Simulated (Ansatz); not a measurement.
Here is the system:

End structure of H2 on the (100) surface of germanium (2x1 monohydride; a constructed slab, bottom: dihydride, held), one in a cell of 66 Å², started at the site 'bridge H-H (span 4.1 Å)':

```yaml
crystal:
  lattice:
    - [8.14587, 0.00000, 0.00000]
    - [0.00000, 8.14587, 0.00000]
    - [0.00000, 0.00000, 31.50000]
  atoms:
    - { symbol: Ge, position: [0.25000, 0.00000, 0.33494] }
    - { symbol: Ge, position: [0.25000, 0.50000, 0.33494] }
    - { symbol: Ge, position: [0.75000, 0.00000, 0.33494] }
    - { symbol: Ge, position: [0.75000, 0.50000, 0.33494] }
    - { symbol: Ge, position: [0.25000, 0.25000, 0.38065] }
    - { symbol: Ge, position: [0.25000, 0.75000, 0.38065] }
    - { symbol: Ge, position: [0.75000, 0.25000, 0.38065] }
    - { symbol: Ge, position: [0.75000, 0.75000, 0.38065] }
    - { symbol: Ge, position: [0.99766, 0.25000, 0.42594] }
    - { symbol: Ge, position: [0.99766, 0.75000, 0.42594] }
    - { symbol: Ge, position: [0.50234, 0.25000, 0.42594] }
    - { symbol: Ge, position: [0.50234, 0.75000, 0.42594] }
    - { symbol: Ge, position: [0.99549, 0.00000, 0.47137] }
    - { symbol: Ge, position: [0.99549, 0.50000, 0.47137] }
    - { symbol: Ge, position: [0.50451, 0.00000, 0.47137] }
    - { symbol: Ge, position: [0.50451, 0.50000, 0.47137] }
    - { symbol: Ge, position: [0.25000, 0.00003, 0.51303] }
    - { symbol: Ge, position: [0.25000, 0.49997, 0.51303] }
    - { symbol: Ge, position: [0.74997, 0.00006, 0.51908] }
    - { symbol: Ge, position: [0.74997, 0.49994, 0.51908] }
    - { symbol: Ge, position: [0.24977, 0.25000, 0.55621] }
    - { symbol: Ge, position: [0.25005, 0.75000, 0.55617] }
    - { symbol: Ge, position: [0.74977, 0.25000, 0.56539] }
    - { symbol: Ge, position: [0.74993, 0.75000, 0.56534] }
    - { symbol: Ge, position: [0.01507, 0.25000, 0.60601] }
    - { symbol: Ge, position: [0.01526, 0.75000, 0.60594] }
    - { symbol: Ge, position: [0.48440, 0.25000, 0.60605] }
    - { symbol: Ge, position: [0.48470, 0.75000, 0.60602] }
    - { symbol: Ge, position: [0.09480, 0.99972, 0.64571] }
    - { symbol: Ge, position: [0.09480, 0.50028, 0.64571] }
    - { symbol: Ge, position: [0.40459, 0.99987, 0.64578] }
    - { symbol: Ge, position: [0.40459, 0.50013, 0.64578] }
    - { symbol: H, position: [0.39806, 0.00000, 0.30303] }
    - { symbol: H, position: [0.39806, 0.50000, 0.30303] }
    - { symbol: H, position: [0.10194, 0.00000, 0.30303] }
    - { symbol: H, position: [0.10194, 0.50000, 0.30303] }
    - { symbol: H, position: [0.89806, 0.00000, 0.30303] }
    - { symbol: H, position: [0.89806, 0.50000, 0.30303] }
    - { symbol: H, position: [0.60194, 0.00000, 0.30303] }
    - { symbol: H, position: [0.60194, 0.50000, 0.30303] }
    - { symbol: H, position: [0.02986, 0.99959, 0.69211] }
    - { symbol: H, position: [0.02986, 0.50041, 0.69211] }
    - { symbol: H, position: [0.46927, 0.99975, 0.69225] }
    - { symbol: H, position: [0.46927, 0.50025, 0.69225] }
    - { symbol: H, position: [0.01478, 0.25000, 0.75939] }
    - { symbol: H, position: [0.10650, 0.25000, 0.76164] }
```

Model: 46-atom slab, 12.3 Å thick at the start with caps and adatoms under the adsorbate (thin: gaps and levels are the slab's own), 3x3x1 mesh, Fermi-Dirac 0.01 eV, dipole correction, 24 atoms held, the rest relaxed; start symmetry kept, larger cells not searched; no spin, no spin-orbit, no U. At the end no host atom lies within bonding distance. In D3-corrected PBE it is, or lies within 0.03 eV of, the lowest of the starts that converged.

A negative adsorption energy means that the adsorbate is more stable on the surface than in its reference.

**Question.** Give the adsorption energy against H2(g) at the level PBE with D3(BJ) dispersion run with Ansatz (an electronic-structure program).

**Answer.** -3.6 kJ/mol

**Question.** Give the change of the step from the bottom to the top vacuum level, against the clean slab at the level PBE with D3(BJ) dispersion.

**Answer.** -0.017 eV
